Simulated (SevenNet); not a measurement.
## Antifluorite Be₂C

Calculation: the machine-learned potential SevenNet-l3i5 (trained on PBE and PBE+U data).

Cell (relaxed at this level):

```
Be2C
1.0
    0.00000     2.16397     2.16397
    2.16397     0.00000     2.16397
    2.16397     2.16397     0.00000
Be C
2 1
Direct
  0.25000   0.25000   0.25000
  0.75000   0.75000   0.75000
  0.00000   0.00000   0.00000
```

```json
{
 "equilibrium_lattice_constant_a": "4.328 Å",
 "equilibrium_volume_per_atom": "6.76 Å³/atom"
}
```

Measured, for comparison: lattice constant a 4.34 ± 0.002 Å, equilibrium volume per atom 6.81 Å³/atom (temperature not stated, not corrected to a static lattice; as tabulated in Freccero, Grin, Wagner, Dalton Trans. (2023), ESI). Computed (rounded) less measured: lattice constant a -0.3 %, equilibrium volume per atom -0.7 %. A static lattice is as a rule a little smaller and stiffer than an uncorrected measurement, which narrows the difference in the equilibrium volume per atom and would widen misses of the other sign.

A machine-learned potential is trained on density-functional data: it inherits that level's misses and adds fitting errors of its own.
